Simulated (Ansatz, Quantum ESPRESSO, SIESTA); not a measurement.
## YPt2 (P1, 6 atoms in the cell) computed with different codes at matched settings

Self-consistent single point, at a second geometry (atoms moved at random). First geometry:

```
YPt2
1.0
    0.00000     3.82539     3.82539
    3.82539     0.00000     3.82539
    3.82539     3.82539     0.00000
Y Pt
2 4
Cartesian
  3.82539   3.82539   3.82539
  5.73809   5.73809   5.73809
  0.95635   2.86905   2.86905
  2.86905   2.86905   0.95635
  2.86905   0.95635   2.86905
  0.95635   0.95635   0.95635
```

Second geometry:
```yaml
crystal:
  lattice:
    - [0.00000, 3.82539, 3.82539]
    - [3.82539, 0.00000, 3.82539]
    - [3.82539, 3.82539, 0.00000]
  atoms:
    - { symbol: Y, position: [0.48377, 0.49630, 0.49761] }
    - { symbol: Y, position: [0.74245, 0.75644, 0.74967] }
    - { symbol: Pt, position: [0.63439, 0.13228, 0.11486] }
    - { symbol: Pt, position: [0.12451, 0.12086, 0.63294] }
    - { symbol: Pt, position: [0.12070, 0.62383, 0.13843] }
    - { symbol: Pt, position: [0.14418, 0.12030, 0.11650] }
```

Shared settings, as Ansatz (an electronic-structure program) writes them: kpoints.mp_grid.grid = 6 6 6; scf.occupations.method = gaussian; scf.occupations.width = 0.0073 Ry. Potentials and cutoffs stand in the table.

```tsv
code	model	ΔF from the first geometry (meV/atom)	pressure (GPa)	largest force (eV/Å)	cutoff
Quantum ESPRESSO	PBEsol, GBRV 1.5 ultrasoft (PBESOL) pseudopotentials	14.2	-4.14	0.938	40 Ry
SIESTA	GGA PBEsol, numerical atomic orbitals TZP, PseudoDojo PBEsol standard norm-conserving potentials (rewritten from UPF to PSML)	15.2	-5.36	1.096	grid 300 Ry
Ansatz	PBEsol, default PAW files made with PBE	14.2	-3.32	0.942	30.9 Ry
```

Size of the force on each atom (eV/Å): Sizes of forces hide their directions.

```
code                 Y1     Y2    Pt3    Pt4    Pt5    Pt6
----------------  -----  -----  -----  -----  -----  -----
Quantum ESPRESSO  0.556  0.230  0.730  0.938  0.286  0.513
SIESTA            0.562  0.237  0.841  1.096  0.319  0.581
Ansatz            0.554  0.230  0.733  0.942  0.285  0.512
```

On Ansatz's run: spin-orbit coupling is off. Spin polarisation is off.

The spread over the programs that give each value: ΔF from the first geometry within 1.0 meV/atom; pressure within 2.04 GPa; largest force within 0.158 eV/Å.

SIESTA uses small atom-centred bases, whose incompleteness enters pressures, forces and empty levels differently from a plane-wave cutoff. Ansatz's pressure is given at a fixed set of plane waves, as the other plane-wave codes print theirs; with its correction for the finite basis it is -3.28 GPa. In the pressure, SIESTA (by 1.63) lies more than 1 GPa from the median of the plane-wave programs. In the force vectors, SIESTA (by 0.157) lies more than 0.08 eV/Å from the median of the plane-wave programs.

The starting cell comes from a database of computed structures (which also holds hypothetical and non-ambient phases and stackings), without a prior relaxation at this level. For this run, on top of that: atoms moved at random.

Keys are those of Ansatz 0.2.
